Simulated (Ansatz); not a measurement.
The reference is CdS in the wurtzite structure (space group P6_3mc, No. 186; a = 4.1962 Å, c = 6.8295 Å). Axes: x lies along a and z along c of the hexagonal cell.

Level of theory: Ansatz (a quantum-chemistry and plane-wave program) PBE, no spin-orbit coupling.

One thing is altered: the cell is compressed by 1.80 % along z with no lateral relaxation, atoms relaxed at fixed cell.

Q: Predict the stress tensor and what it implies for the stiffness.

A: Stress of the strained cell less that of the base (GPa, compression positive):
```
   0.72    0.00    0.00
   0.00    0.72    0.00
   0.00    0.00    1.57
```

Then −Δσ_ii/ε with ε = -0.0180 gives secant stiffness values (nonlinear terms included at this strain): C33 ≈ 87 GPa, C13 ≈ 40 GPa and C23 ≈ 40 GPa.

Whether these cells are dynamically stable was not tested.
